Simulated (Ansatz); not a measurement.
System: ZnS (P3m1, No. 156, 28 atoms in the cell; start mp-556392; a measured phase of this formula has another space group). Method: LDA (plane waves, PAW; Ansatz, a first-principles code).

Numerical settings: plane-wave cutoff 520 eV, 12×12×1 k mesh (along the axes of the cell as run), Fermi–Dirac smearing 0.01 eV, scalar-relativistic PAW data made under PBE.

Cell (relaxed at this level):

```
CELL_PARAMETERS angstrom
      3.74267     0.00000     0.00000
     -1.87133     3.24125     0.00000
      0.00000     0.00000    42.86192
ATOMIC_POSITIONS crystal
  Zn 0.00000 0.00000 0.14292
  Zn 0.66667 0.33333 0.07159
  Zn 0.00000 0.00000 0.57134
  Zn 0.33333 0.66667 0.21429
  Zn 0.33333 0.66667 0.78575
  Zn 0.66667 0.33333 0.64281
  Zn 0.66667 0.33333 0.42865
  Zn 0.00000 0.00000 0.85727
  Zn 0.66667 0.33333 0.92860
  Zn 0.00000 0.00000 0.71432
  Zn 0.66667 0.33333 0.28566
  Zn 0.00000 0.00000 0.35713
  Zn 0.33333 0.66667 0.00006
  Zn 0.33333 0.66667 0.49998
  S  0.33333 0.66667 0.55348
  S  0.66667 0.33333 0.48212
  S  0.00000 0.00000 0.19642
  S  0.66667 0.33333 0.33915
  S  0.00000 0.00000 0.91074
  S  0.33333 0.66667 0.83936
  S  0.00000 0.00000 0.76778
  S  0.33333 0.66667 0.26779
  S  0.66667 0.33333 0.69642
  S  0.00000 0.00000 0.41074
  S  0.33333 0.66667 0.05368
  S  0.00000 0.00000 0.62484
  S  0.66667 0.33333 0.98209
  S  0.66667 0.33333 0.12506
```

Question: Predict the band gap.

Answer: 
* **band gap**: 2.15 eV (on the SCF k mesh)

Note: the relaxation could not lower the start's symmetry, so the cell can be a saddle point above a distorted one.

The computed numbers hold no vibrational or temperature effects.

The result took roughly 24 core-minutes.

A start named mp-… is a Materials Project structure, which need not be a measured phase.
